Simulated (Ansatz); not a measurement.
Start from Nb in the bcc (W type) structure (space group Im-3m, No. 229; a = 3.2729 Å; relaxed with 0.1 eV smearing). Axes: x, y, z lie along the cube axes.

Computed with PBEsol (Ansatz, an electronic-structure program), no SOC, earlier PAW set.

Modification: a pure shear with ε_xy = ε_yx = -0.0203, atoms relaxed at fixed cell.

Task: Predict the stress tensor and what it implies for the stiffness.

Result: Stress of the strained cell less that of the base (GPa, compression positive):
```
    0.0     0.6     0.0
    0.6     0.0     0.0
    0.0     0.0     0.3
```

Then −Δσ/γ with γ = 2ε = -0.0406 gives secant stiffness values (nonlinear terms included at this strain): C66 ≈ 15 GPa.

No phonon test of stability was made. All final runs are without spin polarisation.
